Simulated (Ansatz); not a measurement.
Base system: TiAl (space group P4/mmm, No. 123; relaxed with 0.1 eV smearing).

```xyz
2
Lattice="2.8241 0.0000 0.0000 0.0000 2.8241 0.0000 0.0000 0.0000 4.0748" Properties=species:S:1:pos:R:3 pbc="T T T"
Ti     0.0000     0.0000     0.0000
Al     1.4120     1.4120     2.0374
```

All numbers come from PBE (Ansatz, a first-principles code), no spin-orbit coupling.

Strains are applied to the cell and any free atomic positions relax.

One change was made to it. Results:

```tsv
quantity	base	after
energy relative to the base (free energy F)	0 meV/atom	+5.3 meV/atom
pressure (mean of the normal stresses, compression positive)	0.0 GPa	3.6 GPa
```

What was done to the base?
A. isotropic strain −0.50 %
B. isotropic strain −1.00 %
C. isotropic strain +3.00 %
D. isotropic strain +0.50 %
E. isotropic strain −1.50 %

B, isotropic strain −1.00 %. For comparison, the energy relative to the base in the other runs: isotropic strain −1.50 % gives +12 meV/atom; isotropic strain +3.00 % gives +43 meV/atom; isotropic strain −0.50 % gives +1.3 meV/atom; isotropic strain +0.50 % gives +1.3 meV/atom.

Stability against distortions was not tested. The final runs are not spin-polarised.
